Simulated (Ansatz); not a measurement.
Start from InAs in the zinc blende structure (space group F-43m, No. 216).

```xyz
2
Lattice="0.0000 3.0435 3.0435 3.0435 0.0000 3.0435 3.0435 3.0435 0.0000" Properties=species:S:1:pos:R:3 pbc="T T T"
As     4.5652     4.5652     4.5652
In     0.0000     0.0000     0.0000
```

Cartesian axes are those of the cell as printed.

Level of theory: PBEsol (Ansatz, a quantum-chemistry and plane-wave program; PAW; 420 eV plane waves; no SOC).

Perturbation: an isotropic linear strain of +1.18 %, atoms relaxed at fixed cell.

Q: Predict the stress tensor and what it implies for the stiffness.

A: Stress of the strained cell less that of the base (GPa, compression positive):
```
   -1.8     0.0     0.0
    0.0    -1.8     0.0
    0.0     0.0    -1.8
```

Then B = −ΔP/(ΔV/V₀) with ΔV/V₀ = 0.0358 gives secant stiffness values (nonlinear terms included at this strain): B ≈ 50 GPa.

As a check, the harmonic strain energy −½ V₀ Δσ:ε is 5.6 meV/atom; the computed energy rise is 5.8 meV/atom.

A case with no gap was solved on a k-mesh chosen for an insulator, which is coarse for it. Whether these cells are dynamically stable was not tested. All final runs are without spin polarisation.
